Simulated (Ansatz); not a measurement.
Base system: Hf in the hcp (Mg type) structure (space group P6_3/mmc, No. 194; a = 3.117 Å, c = 4.950 Å; relaxed with 0.1 eV smearing). Axes: x lies along a and z along c of the hexagonal cell.

Structures relaxed with LDA (Ansatz, a program for electronic structure, PAW, no spin-orbit coupling).

Base:

Simulated powder pattern, Cu Kα1, λ = 1.54056 Å (kinematic, ideal powder, no thermal factors, no anomalous dispersion; the 14 strongest lines at most, above 2 %, up to 2θ = 90°):

```json
[
 {"2θ (°)": "33.16", "I/Imax (%)": "24", "hkl": "(100)"},
 {"2θ (°)": "36.27", "I/Imax (%)": "25", "hkl": "(002)"},
 {"2θ (°)": "37.93", "I/Imax (%)": "100", "hkl": "(101)"},
 {"2θ (°)": "49.95", "I/Imax (%)": "16", "hkl": "(102)"},
 {"2θ (°)": "59.23", "I/Imax (%)": "19", "hkl": "(110)"},
 {"2θ (°)": "66.34", "I/Imax (%)": "20", "hkl": "(103)"},
 {"2θ (°)": "69.59", "I/Imax (%)": "2.9", "hkl": "(200)"},
 {"2θ (°)": "71.47", "I/Imax (%)": "22", "hkl": "(112)"},
 {"2θ (°)": "72.52", "I/Imax (%)": "16", "hkl": "(201)"},
 {"2θ (°)": "76.99", "I/Imax (%)": "3.0", "hkl": "(004)"},
 {"2θ (°)": "81.08", "I/Imax (%)": "3.9", "hkl": "(202)"},
 {"2θ (°)": "86.43", "I/Imax (%)": "3.4", "hkl": "(104)"}
]
```

Modification: a pure shear with ε_xz = ε_zx = 0.0171; the atoms relax in the strained cell.

After the change:

Simulated powder pattern, Cu Kα1, λ = 1.54056 Å (kinematic, ideal powder, no thermal factors, no anomalous dispersion; the 14 strongest lines at most, above 2 %, up to 2θ = 90°):

```
2θ (°)  I/Imax (%)       hkl
------  ----------  --------
33.16           69     (100)
36.28           73     (002)
37.45          100     (101)
37.93           98     (011)
38.43           93  (1 0 -1)
49.18           16     (102)
59.24           36     (110)
59.26           18  (2 -1 0)
65.38           20     (103)
66.36           20     (013)
67.35           19  (1 0 -3)
70.85           22     (112)
71.92           16     (201)
72.12           21  (1 1 -2)
```

The indices refer to the base's conventional cell; one index is shown for lines that coincide. The space group is now C2/c (No. 15).

No phonon test of stability was made. The final runs are not spin-polarised.
